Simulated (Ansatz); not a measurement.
Start from TaGe₂ in the fluorite structure (space group Fm-3m, No. 225; a = 6.190 Å; a hypothetical phase, not in the database extracts checked).

Perturbation: C takes the place of Ge on all its sites; the structure is relaxed again.

Levels (all Ansatz, a quantum-chemistry and plane-wave program, PAW, earlier PAW set): PBEsol (420 eV, scalar-relativistic without spin-orbit coupling); r2SCAN (500 eV, spin-orbit coupling left out).

The geometry is relaxed with PBEsol.

| Quantity | Value |
|---|---|
| PBEsol pressure | 0.0 GPa |

Question: Predict the pressure from r2SCAN.

Answer: The pressure goes from zero to 4.6 GPa.

Single points use the geometry relaxed with PBEsol. Their cutoffs differ, which shifts pressures a little. No phonon test of stability was made. As relaxed here, TaC2 is a hypothetical phase, not in the database extracts checked. All final runs are without spin polarisation. An odd electron count without spin: TaC2 and TaGe2. TaC2 and TaGe2 have a high density of states at the Fermi level and may be magnetic at this level.
